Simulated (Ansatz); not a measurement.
The reference is SrTiO3 in the cubic perovskite structure (space group Pm-3m, No. 221; a = 3.8911 Å). Axes: x, y, z lie along the cube axes.

Structures relaxed with PBEsol (Ansatz, a program for electronic structure), without spin-orbit coupling.

Base:

Simulated powder pattern, Cu Kα1, λ = 1.54056 Å (kinematic, ideal powder, no thermal factors, no anomalous dispersion; the 10 strongest lines at most, above 2 %, up to 2θ = 90°):

| 2θ (°) | I/Imax (%) | hkl |
|---|---|---|
| 22.84 | 3.9 | (100) |
| 32.51 | 100 | (110) |
| 40.10 | 21 | (111) |
| 46.65 | 41 | (200) |
| 52.55 | 2.9 | (210) |
| 58.01 | 37 | (211) |
| 68.10 | 23 | (220) |
| 77.51 | 16 | (310) |
| 82.07 | 6.3 | (311) |
| 86.59 | 7.7 | (222) |

After one change:

Simulated powder pattern, Cu Kα1, λ = 1.54056 Å (kinematic, ideal powder, no thermal factors, no anomalous dispersion; the 10 strongest lines at most, above 2 %, up to 2θ = 90°):

```json
[
 {"2θ (°)": "32.03", "I/Imax (%)": "100"},
 {"2θ (°)": "32.51", "I/Imax (%)": "48"},
 {"2θ (°)": "39.70", "I/Imax (%)": "31"},
 {"2θ (°)": "45.21", "I/Imax (%)": "22"},
 {"2θ (°)": "46.65", "I/Imax (%)": "39"},
 {"2θ (°)": "56.79", "I/Imax (%)": "19"},
 {"2θ (°)": "57.71", "I/Imax (%)": "36"},
 {"2θ (°)": "66.98", "I/Imax (%)": "23"},
 {"2θ (°)": "68.10", "I/Imax (%)": "11"},
 {"2θ (°)": "85.55", "I/Imax (%)": "11"}
]
```

Which of these changes matches the shifts?
A. uniaxial strain ε_zz = +2.40 %
B. uniaxial strain ε_zz = +3.00 %
C. uniaxial strain ε_zz = +0.60 %
D. uniaxial strain ε_zz = +1.80 %

B, uniaxial strain ε_zz = +3.00 %. Its volume per atom is 12.14 Å³ against 11.78 Å³, and its space group is P4/mmm (No. 123).

Whether these cells are dynamically stable was not tested. All final runs are without spin polarisation. Many cubic perovskites are stable only at high temperature; tilts and polar distortions were not tested.
